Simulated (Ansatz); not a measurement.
# TbCl₃ (P4₂/mnm, No. 136; cell taken from a computed entry)

All values below come from r²SCAN+rVV10 (plane waves, PAW; Ansatz, a first-principles code).

Settings: plane-wave cutoff 500 eV, 6×6×4 k mesh (along the axes of the cell as run), Fermi–Dirac smearing 0.05 eV, spin-polarised start, scalar-relativistic PAW data made under PBE.

Cell (relaxed at this level):

```cif
data_Cl12Tb4
_chemical_formula_sum 'Tb4 Cl12'
_space_group_name_H-M_alt 'P 1'
_space_group_IT_number 1
_cell_length_a 6.33986
_cell_length_b 6.33986
_cell_length_c 11.58174
_cell_angle_alpha 90.000
_cell_angle_beta 90.000
_cell_angle_gamma 90.000
loop_
_space_group_symop_operation_xyz
  'x, y, z'
loop_
_atom_site_label
_atom_site_type_symbol
_atom_site_fract_x
_atom_site_fract_y
_atom_site_fract_z
_atom_site_occupancy
Tb1 Tb 0.00000 0.00000 0.67176 1
Tb2 Tb 0.00000 0.00000 0.32824 1
Tb3 Tb 0.50000 0.50000 0.17176 1
Tb4 Tb 0.50000 0.50000 0.82824 1
Cl1 Cl 0.79578 0.20422 0.83631 1
Cl2 Cl 0.20422 0.79578 0.16369 1
Cl3 Cl 0.29578 0.29578 0.33631 1
Cl4 Cl 0.70422 0.70422 0.66369 1
Cl5 Cl 0.20422 0.79578 0.83631 1
Cl6 Cl 0.79578 0.20422 0.16369 1
Cl7 Cl 0.70422 0.70422 0.33631 1
Cl8 Cl 0.29578 0.29578 0.66369 1
Cl9 Cl 0.19643 0.80357 0.50000 1
Cl10 Cl 0.80357 0.19643 0.50000 1
Cl11 Cl 0.69643 0.69643 0.00000 1
Cl12 Cl 0.30357 0.30357 0.00000 1
```

```json
{
 "volume_per_atom": "29.09 Å³/atom",
 "equilibrium_lattice_constant_a": "6.340 Å",
 "c axis length": "11.582 Å"
}
```

Note: the magnetic order was assumed, not searched for or taken from measurement; the relaxation could not lower the start's symmetry, so the cell can be a saddle point above a distorted one; the 4f shell is treated without U or exact exchange, so its levels and filling can be wrong.

Spin–orbit coupling is not included.
